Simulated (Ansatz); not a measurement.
System: Sr3Sn2O7 (Cmcm, No. 63, 24 atoms in the cell; start mp-17743). Method: r²SCAN (Ansatz, a first-principles code, plane waves, PAW).

Numerical settings: plane-wave cutoff 560 eV, 6×6×6 k mesh, Fermi–Dirac smearing 0.01 eV, scalar-relativistic PAW data made under PBE.

Cell (relaxed at this level):

```
Sn2Sr3O7
1.0
   10.26955    -2.89878     0.00000
   10.26955     2.89878     0.00000
    0.00000     0.00000     5.72221
Sr Sn O
6 4 14
Direct
  0.24675   0.75325   0.75000
  0.75325   0.24675   0.25000
  0.42548   0.94805   0.75000
  0.57452   0.05195   0.25000
  0.94805   0.42548   0.25000
  0.05195   0.57452   0.75000
  0.84740   0.34959   0.75000
  0.15260   0.65041   0.25000
  0.34959   0.84740   0.25000
  0.65041   0.15260   0.75000
  0.08426   0.08426   0.50000
  0.91574   0.91574   0.50000
  0.91574   0.91574   0.00000
  0.08426   0.08426   0.00000
  0.38973   0.38973   0.00000
  0.61027   0.61027   0.00000
  0.61027   0.61027   0.50000
  0.38973   0.38973   0.50000
  0.39341   0.00054   0.25000
  0.60659   0.99946   0.75000
  0.00054   0.39341   0.75000
  0.99946   0.60659   0.25000
  0.68363   0.31637   0.75000
  0.31637   0.68363   0.25000
```

Problem. What does this level give for the band gap and smallest direct gap on the k points sampled?

Solution. 
band gap: 3.15 eV
smallest direct gap on the k points sampled: 3.26 eV

Spin–orbit coupling is not included.

Static lattice: no zero-point or thermal effects.

It cost roughly 13 core-minutes of CPU time.

A start named mp-… is a Materials Project structure, which need not be a measured phase.
